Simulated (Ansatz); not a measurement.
What each level gives and costs: KLaMgWO₆ (F-43m, 10 atoms in the cell)

Cell: a = 5.7880 Å, b = 5.7880 Å, c = 5.7880 Å, α = 60.00°, β = 60.00°, γ = 60.00°.

Program: Ansatz (a quantum-chemistry and plane-wave program), default PAW files; each row names its functional.

Base settings: basis.ecutwfc = 420 eV; kpoints.mp_grid.grid = 3 3 3; hamiltonian.xc = hse06; hamiltonian.pseudopotentials = {kind: paw}, with the files named one by one; scf.occupations.method = fixed.

Differences are taken from HSE06, a reference of convenience: it is no measurement, and no ranking of the functionals follows. Where a row names another cutoff or potentials, its difference holds that change too.

Core times come from one kind of shared machine and are given to one figure; runs under 30 s give none.

The starting cell comes from a database of computed structures (which also holds hypothetical and non-ambient phases and stackings), without a prior relaxation at this level. Its lattice was rescaled by a random factor within 2.5 % of one. Spin-orbit coupling is off. In the base run, with a pressure of about -18 GPa the cell is away from its equilibrium volume at this level. In the base run, forces exceed 1 eV/Å. Ansatz's pressure includes its estimate of the finite-basis (Pulay) stress.

| level | gap on the mesh less reference (eV) | pressure less reference (GPa) | largest difference in the force on any atom (eV/Å) | core time / reference (rough) |
|---|---|---|---|---|
| PBEsol (hamiltonian.pseudopotentials: {kind: paw}, with the files named one by one → {kind: paw} (the program's default PAW files)) | -1.436 | 0.91 | 0.460 | – |
| PBE0 | 0.758 | -0.08 | 0.003 | 0.9 |
| HSE06 | 0.000 | 0.00 | 0.000 | 1 |

Keys are those of Ansatz 0.2.
